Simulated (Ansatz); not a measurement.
Where the default PAW files enter, the runs use the earlier of Ansatz's two default sets.

Inside the gap of an insulator the Bloch states are evanescent, with a wavenumber k + iκ along the transport direction.

Consider the following.

```
CELL_PARAMETERS angstrom
      5.13396     0.00000     0.00000
      0.00000    13.81630     0.00000
      2.56698    -4.60543     1.48205
ATOMIC_POSITIONS crystal
  Li 0.00000 0.28322 0.00000
  Li 0.00000 0.78322 0.00000
  Ta 0.00000 0.99946 0.00000
  Ta 0.00000 0.49946 0.00000
  O  0.61016 0.61431 0.13742
  O  0.64226 0.22447 0.96790
  O  0.74758 0.86673 0.89468
  O  0.25242 0.11431 0.13742
  O  0.38984 0.72447 0.96790
  O  0.35774 0.36673 0.89468
```

Space group of this cell: R3c. The cell is taken as given; by PBEsol its mean pressure is -1.4 GPa.

Transport runs along the normal of the first two printed cell vectors, the (100) plane of the conventional cell.

The gap is the functional's own, uncorrected, and κ follows it; spin-orbit coupling is left out. Mid-gap values are interpolated between the computed energies.

Q: Compute, with PBEsol in Ansatz (a program for electronic structure), the band gap and the smallest decay constant κ at mid-gap.

A: Gap 3.83 eV on a 20×20×20 mesh; κ = 0.395 1/Å, at (0.000, 0.250) of the in-plane reciprocal vectors. At the zone centre, at the nearest computed energy, the slowest state has κ = 0.42 1/Å.
